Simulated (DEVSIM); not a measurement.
Device: abrupt Ge n-p junction, at 300 K.

```
layer (left to right)  material  thickness (μm)  Nd (cm⁻³)  Na (cm⁻³)  τn (s)  τp (s)
---------------------  --------  --------------  ---------  ---------  ------  ------
1                            Ge            1.20     4.7e16          -  9.1e-7  9.1e-7
2                            Ge             130          -     9.9e17  9.1e-7  9.1e-7
```

Left contact: ohmic. Right contact: ohmic. Voltage is applied to the left contact. Recombination: SRH at mid-gap, Auger. Mobility is μmin + (μ − μmin)/(1 + (N/Nref)^α).

Constants are typed, rounded textbook-type inputs, not results; the design itself was drawn at random and stands for no fabricated device. Values at 300 K.

| parameter | Ge |
|---|---|
| gap (eV) | 0.664 |
| affinity (eV) | 4 |
| permittivity | 16 |
| Nc (cm⁻³) | 1.04e19 |
| Nv (cm⁻³) | 6e18 |
| μn (cm²/Vs) | 3900 |
| μp (cm²/Vs) | 1900 |
| μn,min | 150 |
| μp,min | 100 |
| Nref,n | 2.6e17 |
| Nref,p | 4e17 |
| αn | 0.56 |
| αp | 0.6 |
| Cn (cm⁶/s) | 1e-31 |
| Cp (cm⁶/s) | 1e-31 |

Model (solved in DEVSIM): 1D drift-diffusion, Boltzmann statistics, complete ionisation; no tunnelling, impact ionisation, image-force lowering or self-heating.

The thickness of layer 1 was swept, all else fixed.

```tsv
thickness of layer 1 (μm)	dark forward voltage at 100 A/cm² (V)	dark forward voltage at 1 A/cm² (V)
0.24	0.279	0.142
0.42	0.296	0.164
0.72	0.314	0.181
1.2	0.329	0.195
2	0.342	0.209
3.6	0.358	0.225
6	0.373	0.239
```

From the first row to the last the dark forward voltage at 100 A/cm² goes from 0.279 to 0.373. From the first row to the last the dark forward voltage at 1 A/cm² goes from 0.142 to 0.239.
